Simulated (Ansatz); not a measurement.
The starting structures come from a database of crystals and need not be the phases stable at ambient conditions.

Given:

```
CELL_PARAMETERS angstrom
      2.83961     0.00000     0.00000
      0.00000    14.59865     0.00000
      1.41980     4.86622     0.81973
ATOMIC_POSITIONS crystal
  Be 0.00000 0.85900 0.00000
  Be 0.00000 0.31769 0.00000
  Be 0.00000 0.08881 0.00000
  N  0.00000 0.20416 0.00000
  N  0.00000 0.70844 0.00000
```

Space group of this cell: R3m. The cell is taken as given; by r2SCAN its mean pressure is -1.0 GPa.

Transport runs along the normal of the first two printed cell vectors, the (100) plane of the conventional cell.

No gap correction and no spin-orbit coupling; mid-gap values are interpolated between computed energies.

Q: Predict the band gap and the smallest decay constant κ at mid-gap from r2SCAN (Ansatz, a first-principles code).

A: Gap 3.42 eV on a 36×36×36 mesh; κ = 0.317 1/Å, at the zone centre.
